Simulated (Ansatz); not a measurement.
Take MgB2 (space group P6/mmm, No. 191; a = 3.0640 Å, c = 3.4977 Å; relaxed with 0.1 eV smearing) as the base. Axes: x lies along a and z along c of the hexagonal cell.

Level of theory: PBEsol (Ansatz, an electronic-structure program; PAW; 420 eV plane waves; no spin-orbit coupling).

Strains are applied to the cell and any free atomic positions relax.

One change was made to it. Results:

```csv
quantity,base,after
energy relative to the base (free energy F),0 meV/atom,+5.0 meV/atom
"pressure (mean of the normal stresses, compression positive)",0.0 GPa,3.1 GPa
```

**Question.** Which change produced these results?
A. uniaxial strain ε_zz = −1.00 %
B. uniaxial strain ε_zz = −0.50 %
C. uniaxial strain ε_zz = −1.50 %
D. uniaxial strain ε_zz = −2.50 %

**Answer.** D, uniaxial strain ε_zz = −2.50 %. For comparison, the energy relative to the base in the other runs: uniaxial strain ε_zz = −0.50 % gives +0.2 meV/atom; uniaxial strain ε_zz = −1.00 % gives +0.8 meV/atom; uniaxial strain ε_zz = −1.50 % gives +1.8 meV/atom.

Whether these cells are dynamically stable was not tested. The final runs are not spin-polarised.
